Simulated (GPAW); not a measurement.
## σyy against uniaxial strain in rock-salt MgS (space group 225): C12 (GPAW, PBEsol)

```yaml
crystal:
  lattice:
    - [0.00000, 2.59185, 2.59185]
    - [2.55297, 0.00000, 2.59185]
    - [2.55297, 2.59185, 0.00000]
  atoms:
    - { symbol: Mg, position: [0.00000, 0.00000, 0.00000] }
    - { symbol: S, position: [0.50000, 0.50000, 0.50000] }
```

Level of theory: PBEsol, GPAW PAW datasets PBEsol (made by gpaw-setup) (plane waves; GPAW). Settings: mode = pw; ecut = 780 eV; xc = PBEsol; kpts = 12 12 12; mesh shift (steps) = 0 0 0; occupations.name = fermi-dirac; occupations.width = 0.01 eV; nbands = -6; convergence.density = 1e-06 e/electron; convergence.energy = 1e-06 eV/electron; convergence.bands = -4; symmetry.symmorphic = false; symmetry.tolerance = 0.0005; maxiter = 100. The cell above is the first row's. The rows stretch one cube axis (x) by the strain ε and hold the other two. Stress is positive in tension. In all rows fractional positions and the k mesh are held.

| ε (%) | σyy (GPa) |
|---|---|
| -1.5 | ? |
| -1.0 | -0.381 |
| -0.5 | -0.170 |
| 0.0 | 0.037 |
| 0.5 | 0.239 |
| 1.0 | 0.438 |
| 1.5 | 0.632 |
| 2.0 | 0.821 |

Fit σyy of the 7 rows that show it with a parabola. Least squares gives σyy = 0.0369 + 0.40940·ε - 0.00862·ε². Residuals (row less fit): 0.0001, 0.0000, 0.0001, -0.0004, 0.0003, 0.0004, -0.0002; standard error 0.0004 (degrees of freedom: 4). The slope at ε = 0, 0.40940 GPa per cent, gives C12 ≈ 100 × 0.40940 = 41 GPa, for the static lattice.

Question: What does the fit predict for σyy at ε = -1.5, and how far is the calculated value from it?

Answer: σyy = 0.0369 + 0.40940 × (-1.5) - 0.00862 × (-1.5)² = -0.5966 GPa. The calculation gives -0.597 GPa, which the fit meets to the printed digits. The row lies outside the fitted rows, so this is an extrapolation. From the scatter of the fitted rows alone, a prediction at this place has a standard error of 0.0007 GPa, so the miss is 0.6 times that.

Carrying the step between the two nearest rows on in a straight line would have given -0.592, off by 0.005; series whose last step already gives the withheld value aren't shown. The reference cell has the volume at which an earlier scan in this program and functional put its minimum by a fit. The runs keep the symmetry of the cell, so they don't test it for distortions. The unstrained cell stands at a pressure of -0.04 GPa, and the constants belong to that pressure. By symmetry this strain leaves no force on the atoms; the largest in the rows is 0.000 eV/Å. Cutoffs and mesh are single choices, not tested for convergence of this quantity. Series with a scatter that would blur these digits, or in which a gap closes, are not shown. Strain series were run only where this level's volume lies within 10 % of a first guess from the measured size.
